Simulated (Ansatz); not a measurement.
Surface energy of faces of hcp Ru in PBE and in r2SCAN, in Ansatz (plane waves, PAW). Symmetric slabs relaxed with PBE from ideal cuts in 1x1 cells (the lowest computed cut and spin start of each face; real faces may reconstruct in larger cells); r2SCAN values are single points on them, with the bulk at the same level. No spin-orbit coupling, no U.

| face | PBE (J/m²) | r2SCAN (J/m²) |
|---|---|---|
| (0001) | 2.62 | 2.83 |
| (10-10) | 2.95 | 3.18 |
| (10-11) | 2.92 | 3.15 |
| (10-12) | 3.07 | ? |
| (10-13) | 3.06 | 3.29 |
| (11-20) | 3.40 | 3.67 |
| (11-21) | 3.32 | 3.57 |
| (11-22) | 3.18 | 3.42 |
| (20-21) | 3.02 | 3.25 |

### Question
Fit a straight line y = a·x + b by least squares to the 8 complete rows (x: PBE (J/m²); y: r2SCAN (J/m²)).

### Answer
the means are x̄ = 3.0587 and ȳ = 3.2950; Σ(x − x̄)² = 0.42449 and Σ(x − x̄)(y − ȳ) = 0.45335, so a = 1.068 and b = ȳ − a·x̄ = 0.028. The largest residual is 0.011.

### Question
What does the line predict for the withheld row, (10-12), and what did the calculation give?

### Answer
the line gives 3.31; the calculation gave 3.31, a miss of 0.00, of the size of the fitted rows' scatter and rounding.

Ansatz is an electronic-structure program.
